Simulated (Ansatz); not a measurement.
# What each level gives and costs: Sr₄S₃O (Pm-3m, 8 atoms in the cell)

Cell: a = 5.7655 Å, b = 5.7655 Å, c = 5.7655 Å, α = 90.00°, β = 90.00°, γ = 90.00°.

Program: Ansatz (a quantum-chemistry and plane-wave program), default PAW files made with PBE; each row names its functional.

Base settings: basis.ecutwfc = 420 eV; kpoints.mp_grid.grid = 3 3 3; hamiltonian.xc = hse06; hamiltonian.pseudopotentials = {kind: paw} (the program's default PAW files); scf.occupations.method = gaussian; scf.occupations.width = 0.01 eV.

Differences are taken from HSE06, a reference of convenience: it is no measurement, and no ranking of the functionals follows.

Core times come from one kind of shared machine and are given to one figure; runs under 30 s give none.

The starting cell comes from a database of computed structures (which also holds hypothetical and non-ambient phases and stackings), without a prior relaxation at this level. Its lattice was rescaled by a random factor within 2.5 % of one. In the base run, with a pressure of about 4 GPa the cell is away from its equilibrium volume at this level. Ansatz's pressure includes its estimate of the finite-basis (Pulay) stress. A gap is left out here, as mesh or smearing make it unsure.

```
level   pressure less reference (GPa)  core time / reference (rough)
------  -----------------------------  -----------------------------
PBEsol                          -1.92                              –
PBE0                            -0.05                            0.9
HSE06                            0.00                              1
```

Keys are those of Ansatz 0.2.
